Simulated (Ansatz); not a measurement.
## BC5, response to strain

Take BC₅ (space group I-4m2, No. 119; a cell from a computed database, its experimental status unchecked) as the base.

```
CELL_PARAMETERS angstrom
     -1.25664     1.25664     5.70569
      1.25664    -1.25664     5.70569
      1.25664     1.25664    -5.70569
ATOMIC_POSITIONS crystal
  B  0.75000 0.25000 0.50000
  C  0.84387 0.84387 0.00000
  C  0.15613 0.15613 0.00000
  C  0.50000 0.50000 0.00000
  C  0.41998 0.91998 0.50000
  C  0.08002 0.58002 0.50000
```

Cartesian axes are those of the cell as printed.

Strains are applied to the cell and any free atomic positions relax; under biaxial strain the out-of-plane vector relaxes too.

Level of theory: PBE (Ansatz, a quantum-chemistry and plane-wave program; PAW; 420 eV plane waves; spin-orbit coupling left out).

Notes on the quantities. pressure: mean of the normal stresses, compression positive; energy relative to the base: free energy F.

```json
[
 {"variant": "base", "pressure": "0.0 GPa", "energy relative to the base": "0 meV/atom", "volume per atom": "6.01 Å³"},
 {"variant": "biaxial strain +4.96 %, plane normal [001], relaxed out of plane", "pressure": "-23.3 GPa", "energy relative to the base": "+70 meV/atom", "volume per atom": "6.46 Å³"},
 {"variant": "isotropic strain −0.87 %", "pressure": "10.4 GPa", "energy relative to the base": "+4.9 meV/atom", "volume per atom": "5.85 Å³"},
 {"variant": "uniaxial strain ε_yy = −4.99 %", "pressure": "21.0 GPa", "energy relative to the base": "+45 meV/atom", "volume per atom": "5.71 Å³"},
 {"variant": "tensor shear ε_xy = +1.33 %", "pressure": "0.1 GPa", "energy relative to the base": "+4.2 meV/atom", "volume per atom": "6.01 Å³"}
]
```

Without a gap, meshes like the base's 20×20×20 leave anisotropic stresses uncertain by several tenths of a GPa, and small strain energies with them. No phonon test of stability was made. The final runs are not spin-polarised. An odd electron count without spin: BC5.
